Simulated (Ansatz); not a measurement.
This Ansatz (a quantum-chemistry and plane-wave program) input is the reference run, SiC in the zinc blende structure (space group F-43m, No. 216), computed with PBEsol in Ansatz (plane waves to 420 eV, PAW, spin-orbit coupling left out):

Ansatz 0.2 input:
```yaml
crystal:
  lattice:
    - [0, 2.1784308899, 2.1784308899]
    - [2.1784308899, 0, 2.1784308899]
    - [2.1784308899, 2.1784308899, 0]
  atoms:
    - { symbol: Si, position: [0, 0, 0] }
    - { symbol: C, position: [0.25, 0.25, 0.25] }
basis: { ecutwfc: 420, ecutrho_ratio: 4, xc_grid: 2, fft_grid_basis: typed }
kpoints: { mp_grid: { grid: [13, 13, 13] } }
hamiltonian:
  xc: pbesol
  dispersion: none
  pseudopotentials: { kind: paw }
scf: { occupations: { method: fermi_dirac, width: 0.05 }, convergence: { dr2_threshold: 0.0000000002 } }
output: { forces: true, stress: true }
checkpoint: { write: state.ck, write_every: 1000 }
```

Write the input for this change: an isotropic linear strain of +0.50 %, atoms relaxed at fixed cell.


Ansatz 0.2 input:
```yaml
crystal:
  lattice:
    - [0, 2.1893230443, 2.1893230443]
    - [2.1893230443, 0, 2.1893230443]
    - [2.1893230443, 2.1893230443, 0]
  atoms:
    - { symbol: Si, position: [0, 0, 0] }
    - { symbol: C, position: [0.25, 0.25, 0.25] }
basis: { ecutwfc: 420, ecutrho_ratio: 4, xc_grid: 2, fft_grid_basis: typed }
kpoints: { mp_grid: { grid: [13, 13, 13] } }
hamiltonian:
  xc: pbesol
  dispersion: none
  pseudopotentials: { kind: paw }
scf: { occupations: { method: fermi_dirac, width: 0.05 }, convergence: { dr2_threshold: 0.0000000002 } }
relax: { f_tol: 0.005, max_steps: 50 }
output: { forces: true, stress: true }
checkpoint: { write: state.ck, write_every: 1000 }
```
This is the input that was run.

Whether these cells are dynamically stable was not tested.
